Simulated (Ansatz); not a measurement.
Base system: GaSb in the rock salt structure (space group Fm-3m, No. 225; a = 5.7115 Å; a hypothetical phase, not in the database extracts checked; relaxed with 0.1 eV smearing). Axes: x, y, z lie along the cube axes.

All numbers come from PBE-D3(BJ) (Ansatz, an electronic-structure program; PAW; 420 eV plane waves; spin-orbit coupling left out).

Modification: uniaxial strain ε_yy = +5.97 %, all other strain components held at zero; the atoms relax in the strained cell.

Q: Predict the stress tensor and what it implies for the stiffness.

A: Stress of the strained cell less that of the base (GPa, compression positive):
```
   -1.4     0.0     0.0
    0.0    -5.6     0.0
    0.0     0.0    -1.4
```

Then −Δσ_ii/ε with ε = 0.0597 gives secant stiffness values (nonlinear terms included at this strain): C22 ≈ 93 GPa, C12 ≈ 24 GPa and C23 ≈ 24 GPa.

As a check, the harmonic strain energy −½ V₀ Δσ:ε is 24 meV/atom; the computed energy rise is 27 meV/atom.

Stability against distortions was not tested. All final runs are without spin polarisation.
